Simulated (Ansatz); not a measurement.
We consider CaTiO₃ (Pnma, No. 62), described by PBEsol in Ansatz (plane waves, PAW).

Numerical settings: plane-wave cutoff 520 eV, 6×6×6 k mesh, Fermi–Dirac smearing 0.01 eV, no spin polarisation, scalar-relativistic PAW data made under PBE.

Energies at three volumes about the minimum:

```csv
V (Å³/atom),E − E_lowest (meV/atom)
10.793,2.65
11.013,0.00
11.233,2.47
```

### Question
Fit a parabola by hand: where is the minimum, and what is the bulk modulus?

### Answer
Slopes: (0.00 − 2.65)/(11.013 − 10.793) = -12.045 and (2.47 − 0.00)/(11.233 − 11.013) = 11.227 meV/Å³. Curvature E″ = 2 × (11.227 − (-12.045))/(11.233 − 10.793) = 105.782 meV/Å⁶. From the middle of the first interval, the slope vanishes at V0 = 10.9030 − (-12.045)/105.782 = 11.017 Å³/atom. B = V0 E″ = 11.017 × 105.782 meV/Å³ × 0.1602 GPa per meV/Å³ = 187 GPa. The full Birch–Murnaghan fit to all volumes gives V0 = 11.013 Å³/atom and B0 = 186 GPa.

Shape and atoms are relaxed at each volume.

Note: the relaxation could not lower the start's symmetry, so the cell can be a saddle point above a distorted one.

Ansatz is a first-principles code.
